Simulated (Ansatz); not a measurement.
How the lattice constant a of C (model structure, P6₂22, No. 180, 3 atoms in the cell) moves with the method

No measured value is used here.

```tsv
level (code)	value (Å)
LDA (Ansatz)	2.577
PBE (Ansatz)	2.605
PBEsol (Ansatz)	…
PBE-D3(BJ) (Ansatz)	…
r²SCAN (Ansatz)	2.600
r²SCAN+rVV10 (Ansatz)	2.599
```

Task: Complete the blanks.

Result: 
- PBEsol (Ansatz, a quantum-chemistry and plane-wave program), value (Å): 2.592
- PBE-D3(BJ) (Ansatz), value (Å): 2.594

Cutoffs differ between the levels. Ansatz's density-functional and Hartree–Fock values are scalar-relativistic unless marked +SOC, with PAW data made under PBE.

A model structure was made by putting elements into a prototype or built by hand; it is no filed structure, need not be a known phase, and can be a saddle point held by its symmetry.
